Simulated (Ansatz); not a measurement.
Worked example: self-consistent single point of TlPO3 (P2_1/c, 20 atoms in the cell) in Ansatz (a first-principles code).

Method of the run: r2SCAN, default PAW files made with PBE (plane waves; Ansatz).

The change in words: lattice scaled by 0.97. Reference geometry:
```
TlPO3
1.0
    6.28058     0.00000     0.00000
    0.00000     4.22750     0.00000
   -4.85309     0.00000    12.10235
Tl P O
4 4 12
Cartesian
 -0.12666   0.62466  11.02451
 -0.87241   2.73841   7.12901
  1.55414   3.60284   1.07784
  2.29989   1.48909   4.97334
 -3.08835   2.09008   9.89706
  2.08929   4.20383   8.25646
  4.51583   2.13742   2.20529
 -0.66181   0.02367   3.84588
  2.08984   3.14822   9.45920
 -3.08890   1.03447   8.69433
 -0.66236   1.07928   2.64315
  4.51638   3.19303   3.40802
 -3.60013   1.46525  11.11722
  2.60106   3.57900   7.03631
  5.02761   2.76225   0.98513
 -1.17358   0.64850   5.06604
 -1.73121   2.70729   9.85373
  0.73214   0.59354   8.29979
  3.15869   1.52021   2.24862
  0.69534   3.63396   3.80256
```

Reference input (self-consistent single point, DFT, r2SCAN, plane waves, default PAW files made with PBE): kpoints.mp_grid.grid = 3 4 2; hamiltonian.xc = r2scan; hamiltonian.pseudopotentials = {kind: paw} (the program's default PAW files); scf.occupations.method = methfessel_paxton; scf.occupations.width = 0.05 eV. This run's input differs from it in these lines:

```diff
@@ -2,5 +2,5 @@
   lattice:
-    - [6.280576, 0.000000, 0.000000]
-    - [0.000000, 4.227500, 0.000000]
-    - [-4.853094, 0.000000, 12.102348]
+    - [6.092159, 0.000000, 0.000000]
+    - [0.000000, 4.100675, 0.000000]
+    - [-4.707501, 0.000000, 11.739278]
   atoms:
```

Output (repeated stretches shortened):

```
SCF iter   1: F=—  HF=-55700.179079 eV  |F-HF|=—  |Δ(HF+E_count)|=         —  Δρ=8.78e-3  dr2=2.14e-1  dr2_τ=2.30e0  ethr=1.77e-3  ⟨swp⟩=7.2  Hψ=5570  notcnv=0  defer=76
all-band conjugate gradients solve this SCF's bands
preconditioner: auto → Resta (q_TF=auto, 2.423 Å⁻¹)
SCF iter   2: F=—  HF=-55700.609193 eV  |F-HF|=—  |Δ(HF+E_count)|=   4.30e-1  S|Δr|=    0.00e0  Δρ=4.79e-3  dr2=4.41e-2  dr2_τ=5.00e-3  ethr=1.48e-4  ⟨swp⟩=2.9  Hψ=2243  notcnv=0  defer=170
   [... lines left out ...]
SCF iter   6: F=—  HF=-55700.604018 eV  |F-HF|=—  |Δ(HF+E_count)|=   5.91e-5  S|Δr|=    0.00e0  Δρ=3.27e-5  dr2=2.47e-6  dr2_τ=3.47e-7  ethr=1.53e-8  ⟨swp⟩=2.8  Hψ=1783  notcnv=0  defer=170
SCF iter   7: F=—  HF=-55700.604018 eV  |F-HF|=—  |Δ(HF+E_count)|=   2.82e-7  S|Δr|=    0.00e0  Δρ=1.16e-5  dr2=2.99e-7  dr2_τ=4.64e-8  ethr=1.71e-9  ⟨swp⟩=2.6  Hψ=1790  notcnv=0  defer=170
SCF iter   8: F=-55700.604018 eV  HF=-55700.604018 eV  |F-HF|=9.94e-9  |Δ(HF+E_count)|=   1.14e-7  S|Δr|=    0.00e0  Δρ=3.83e-6  dr2=3.58e-8  dr2_τ=6.97e-9  ethr=6.94e-11  ⟨swp⟩=17.2  Hψ=6692  notcnv=0
SCF 1 converged in 8 iterations: F = -55700.604018 eV  dr2 = 3.58e-8
Stability not checked (fill_not_monotonic)
Free energy (F): -55700.604018 eV
Internal energy: -55700.604018 eV  (E = F + TS)
E sigma→0 (E₀):  -55700.604018 eV
Fermi energy:    7.546171 eV
--- Forces (eV/Å), atoms counted from 1 ---
  atom   1  Tl    -0.03866465    -0.01788054     0.06868198
  atom   2  Tl     0.03866465    -0.01788054    -0.06868198
  atom   3  Tl     0.03866465     0.01788054    -0.06868198
  atom   4  Tl    -0.03866465     0.01788054     0.06868198
  atom   5  P      0.65825320     0.55319029    -1.26991800
   [... lines left out ...]
  atom  20  O      2.75996538    -1.40478013     0.05827408
--- Stress (GPa, compression-positive) ---
       16.971046       0.000000      -1.828201
        0.000000      16.697371       0.000000
       -1.828201       0.000000      20.092559
  P = ⅓ Tr σ = 17.9203 GPa (179.203 kbar)
  The stress holds the Pulay correction. Without it, at fixed plane waves, as pw.x and ABINIT print it: P = 17.8603 GPa
```

The run converged in 8 iterations. Against the reference run the free energy rises by 88.8 meV/atom, the pressure goes from 3.46 to 17.92 GPa, the largest force goes from 1.519 to 4.857 eV/Å and the gap on the mesh goes from 4.360 to 4.394 eV.

The starting cell comes from a database of published, mostly measured structures (it also holds non-ambient and calculated ones), without a prior relaxation at this level. Its lattice was rescaled by a random factor within 2.5 % of one. For this run, on top of that: lattice scaled by 0.97. Spin-orbit coupling is off. Forces in this geometry exceed 1 eV/Å. Ansatz's pressure includes its estimate of the finite-basis (Pulay) stress.

Cost on one core of a shared machine: roughly 50 s.

Keys are those of Ansatz 0.2.
